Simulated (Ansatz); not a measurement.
Consider the energy of the reaction as written. Reaction: 1/4 cell B + 3/8 Cl2 (gas) → cell A. Negative: the products are lower in energy.

Cell A: a slab of Mo (bcc, Im-3m) cut along (110), 6 atoms, oblique cell of 3.16 × 2.74 Å (7.1 Å²), symmetry Cm within 0.02 Å, 10.7 Å thick under 16 Å of vacuum, in-plane vectors held at the crystal's; planes from bottom to top: Mo × 5 | Cl, its two faces unlike (dipole correction applied); added, foreign or displaced atoms, above the top plane: Cl bound to 3 Mo at 2.43–2.56 Å; spin state with PBE: run without spin, k-point mesh 18×21×1.
```yaml
crystal:
  lattice:
    - [3.16112, 0.00000, 0.00000]
    - [1.58056, 2.23525, 0.00000]
    - [0.00000, 0.00000, 26.83611]
  atoms:
    - { symbol: Mo, position: [0.99923, 0.00164, 0.30143] }
    - { symbol: Mo, position: [0.49892, 0.00208, 0.38093] }
    - { symbol: Mo, position: [0.99929, 0.00141, 0.46452] }
    - { symbol: Mo, position: [0.50182, 0.99610, 0.54790] }
    - { symbol: Mo, position: [0.01576, 0.96858, 0.63014] }
    - { symbol: Cl, position: [0.35998, 0.28019, 0.70043] }
```

Cell B: a slab of Mo (bcc, Im-3m) cut along (110), 21 atoms, oblique cell of 6.32 × 5.48 Å (28.3 Å²), symmetry Cm within 0.02 Å, 10.7 Å thick under 16 Å of vacuum, in-plane vectors held at the crystal's; planes from bottom to top: Mo4 × 5 | Cl; added, foreign or displaced atoms, above the top plane: Cl bound to 3 Mo at 2.49–2.60 Å; spin state with PBE: run without spin, k-point mesh 9×10×1.
```yaml
crystal:
  lattice:
    - [6.32223, 0.00000, 0.00000]
    - [3.16112, 4.47049, 0.00000]
    - [0.00000, 0.00000, 26.83611]
  atoms:
    - { symbol: Mo, position: [0.00112, 0.99844, 0.30171] }
    - { symbol: Mo, position: [0.50050, 0.99840, 0.30171] }
    - { symbol: Mo, position: [0.00000, 0.49995, 0.30137] }
    - { symbol: Mo, position: [0.50133, 0.49730, 0.30127] }
    - { symbol: Mo, position: [0.75065, 0.49876, 0.38097] }
    - { symbol: Mo, position: [0.25054, 0.49882, 0.38095] }
    - { symbol: Mo, position: [0.75047, 0.99908, 0.38090] }
    - { symbol: Mo, position: [0.25070, 0.99863, 0.38045] }
    - { symbol: Mo, position: [0.00026, 0.99894, 0.46481] }
    - { symbol: Mo, position: [0.50069, 0.99916, 0.46481] }
    - { symbol: Mo, position: [0.00145, 0.49711, 0.46429] }
    - { symbol: Mo, position: [0.49984, 0.50034, 0.46429] }
    - { symbol: Mo, position: [0.75183, 0.49751, 0.54889] }
    - { symbol: Mo, position: [0.25064, 0.49753, 0.54891] }
    - { symbol: Mo, position: [0.75302, 0.99405, 0.54675] }
    - { symbol: Mo, position: [0.24964, 0.00077, 0.54835] }
    - { symbol: Mo, position: [0.00743, 0.98892, 0.62924] }
    - { symbol: Mo, position: [0.50361, 0.98889, 0.62924] }
    - { symbol: Mo, position: [0.98730, 0.52541, 0.62998] }
    - { symbol: Mo, position: [0.50840, 0.48316, 0.62607] }
    - { symbol: Cl, position: [0.16809, 0.16385, 0.70075] }
```

Reference: an isolated Cl2 molecule (singlet) in a box of 11 × 11 × 14 Å.

Computed with Ansatz (plane waves, PAW), its PAW set soft_1, cutoff 420 eV, 500 eV for r2SCAN. The structures are at rest with PBE, within the held lattices; other levels are single points on them. Neutral cells; Fermi-Dirac smearing of at most 0.10 eV in the solids, energies taken to zero width. The lattices are those relaxed with PBE, so at other levels the solids can be strained, which adds to the spread. Larger cells are relaxed from a start prepared with the learned potential CHGNet till forces fall under 0.03 eV/Å, which some starts already meet. A dispersion term (D3(BJ), or D4 for r2SCAN) was computed beside these levels and is taken off wherever the name lacks it. Space groups of crystals are read within 0.01 Å. Nuclei at rest; no vibrational terms. Cells are local rest points, mostly with their start's symmetry. No Hubbard U is applied. No correction for cell size. The cells' k-point meshes differ in density, so the last digit is unsettled. Cell A has symmetry Cm within 0.02 Å and got no random move, so less symmetric positions, which may lie lower, weren't tried. Cell B has symmetry Cm within 0.02 Å and got no random move, so less symmetric positions, which may lie lower, weren't tried.

Q: Predict the value from r2SCAN.

A: -0.82 eV, for 1/4 cell B + 3/8 Cl2 (gas) → cell A.

Q: How does the value move with the functional?

A: 
```csv
Functional,value (eV),less r2SCAN
PBE,-0.61,0.21
```

The levels shown span 0.21 eV, from r2SCAN (-0.82) to PBE (-0.61).

Ansatz is a program for electronic structure.
